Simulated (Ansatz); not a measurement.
Consider the energy of the reaction as written. Reaction: cell B → cell A. The sign is products less reactants.

Cell A: a sheet of composition Ag, 1 atom, square cell of 2.70 Å (7.3 Å²), symmetry P4/mmm, 0.0 Å thick under 16 Å of vacuum, in-plane vectors relaxed; planes from bottom to top: Ag; a model cell; spin state with PBE: run without spin, k-point mesh 22×22×1.
```
CELL_PARAMETERS angstrom
      2.70287     0.00000     0.00000
      0.00000     2.70287     0.00000
      0.00000     0.00000    16.00000
ATOMIC_POSITIONS crystal
  Ag 0.00000 0.00000 0.50000
```

Cell B: a sheet of composition Ag, 1 atom, hexagonal cell of 2.79 Å (6.7 Å²), symmetry P6/mmm, 0.0 Å thick under 16 Å of vacuum, in-plane vectors relaxed; planes from bottom to top: Ag; a model cell; spin state with PBE: run without spin, k-point mesh 30×30×1.
```xyz
1
Lattice="2.7883 0.0000 0.0000 -1.3941 2.4147 0.0000 0.0000 0.0000 16.0000" Properties=species:S:1:pos:R:3 pbc="T T T"
Ag     0.0000     0.0000     8.0000
```

Plane-wave PAW calculations with Ansatz (a quantum-chemistry and plane-wave program), its PAW set soft_1, cutoff 420 eV, 500 eV for r2SCAN. The structures are at rest with PBE; other levels are single points on them. Neutral cells; Fermi-Dirac smearing of at most 0.10 eV in the solids, energies taken to zero width. The lattices are those relaxed with PBE, so at other levels the solids can be strained, which adds to the spread. A dispersion term (D3(BJ), or D4 for r2SCAN) was computed beside these levels and is taken off wherever the name lacks it. Nuclei at rest; no vibrational terms. Cell A has symmetry P4/mmm and got no random move, so less symmetric positions, which may lie lower, weren't tried. Cell B has symmetry P6/mmm and got no random move, so less symmetric positions, which may lie lower, weren't tried.

Question: Predict the value from PBE.

Answer: 0.22 eV, for cell B → cell A.

Question: List the value at the remaining levels and say how far they part.

Answer: 
```
Level   value (eV)  less PBE
------  ----------  --------
r2SCAN        0.23      0.01
```

The levels span only 0.01 eV, too little to tell them apart.
